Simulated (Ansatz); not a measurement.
Given:

Host crystal: zinc-blende GaAs, with a band gap (PBE, scalar-relativistic without spin-orbit coupling).

End structure of O on the 1x1 (110) surface of zinc-blende GaAs (cut with top plane As + Ga), one in a 2x1 cell, started at the site 'top Ga':

```yaml
crystal:
  lattice:
    - [8.12558, 0.00000, 0.00000]
    - [0.00000, 5.74565, 0.00000]
    - [0.00000, 0.00000, 27.50000]
  atoms:
    - { symbol: As, position: [0.00000, 0.76212, 0.34384] }
    - { symbol: As, position: [0.50000, 0.76212, 0.34384] }
    - { symbol: Ga, position: [0.25000, 0.55290, 0.36878] }
    - { symbol: Ga, position: [0.75000, 0.55290, 0.36878] }
    - { symbol: As, position: [0.25000, 0.22684, 0.42632] }
    - { symbol: As, position: [0.75000, 0.22684, 0.42632] }
    - { symbol: Ga, position: [0.00000, 0.97491, 0.42348] }
    - { symbol: Ga, position: [0.50000, 0.97491, 0.42348] }
    - { symbol: As, position: [0.00072, 0.73582, 0.50050] }
    - { symbol: As, position: [0.49928, 0.73582, 0.50050] }
    - { symbol: Ga, position: [0.25000, 0.48176, 0.49969] }
    - { symbol: Ga, position: [0.75000, 0.48447, 0.49928] }
    - { symbol: As, position: [0.25000, 0.20747, 0.57154] }
    - { symbol: As, position: [0.75000, 0.22354, 0.57095] }
    - { symbol: Ga, position: [0.99253, 0.96173, 0.57945] }
    - { symbol: Ga, position: [0.50747, 0.96173, 0.57945] }
    - { symbol: As, position: [0.97695, 0.77999, 0.66107] }
    - { symbol: As, position: [0.52305, 0.77999, 0.66107] }
    - { symbol: Ga, position: [0.25000, 0.51068, 0.63134] }
    - { symbol: Ga, position: [0.75000, 0.53734, 0.63006] }
    - { symbol: O, position: [0.25000, 0.71664, 0.67946] }
```

Slab: 21 atoms, 8.6 Å thick at the start under the adsorbate (thin: gaps and levels are the slab's own); k 3x4x1, smearing 0.01 eV, dipole-corrected; single point; on the structure that PBE left under its start's symmetry; spin-polarised, no spin-orbit, no U, no dispersion correction. The starting moment vanished. The program's check for a lower electronic state was not made. It is one chosen start, not shown to be the lowest state of the adsorbate.

A negative adsorption energy means that the adsorbate is more stable on the surface than in its reference.

Q: What is the computed change of the step from the bottom to the top vacuum level, against the clean slab (r2SCAN, at the PBE geometry and the start's symmetry (Ansatz, an electronic-structure program))?

A: 0.62 eV

Q: Estimate the adsorption energy against ½ O2(g) at the same level that r2SCAN, at the PBE geometry and the start's symmetry returns for this input.

A: 0.72 eV
